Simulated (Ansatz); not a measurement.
# BeS: energy against strain

BeS (zinc blende, F-43m, 14.425 Å³/atom at rest, cube axes along x, y and z) under a strain ε along a cube axis (axis z), the other axes held. r2SCAN in Ansatz, a plane-wave DFT program (PAW, default set), 500 eV, 12×12×12 Γ-centred mesh, Fermi-Dirac smearing 0.05 eV; ions are relaxed within the symmetry of each cell.

Here s stands for strain and y for E less E0.

```csv
strain (%),E less E0 (meV/atom)
-1.50,1.68
-1.00,0.75
-0.50,0.19
0.00,0.00
0.50,0.19
1.00,0.74
1.50,1.65
3.00,?
```

Task: Fit y against s with a parabola, and predict the withheld value at s = 3.00.

Result: Least squares gives y = 0.004 - 0.0079·s + 0.7386·s². Residuals (row less fit): 0.002, -0.001, -0.003, -0.004, 0.005, 0.005, -0.004; standard error 0.005 (degrees of freedom: 4). Twice the quadratic coefficient over the volume, 2 × 0.7386 meV × 10⁴ × 0.1602 / 14.425 Å³, is the elastic constant C11 = 164 ± 0.5 GPa. At the withheld row, y = 0.004 - 0.0079 × 3.0 + 0.7386 × 3.0² = 6.628 meV/atom. The calculation gives 6.54 meV/atom, 0.088 meV/atom below the prediction (1.3 % of the range of y in the table). The row lies outside the fitted rows, so this is an extrapolation. The fitted rows scatter only by rounding.

One order more, fitted to all 13 runs of the series, follows each within 0.01, so the miss is the next term of a smooth law. Rows are the converged runs of the series near zero and its far end; series whose fitted rows scatter by over a few per cent of the range, as at a crossing or softening among them, aren't shown in this form. Most that stay on the fit to the last digits aren't either.
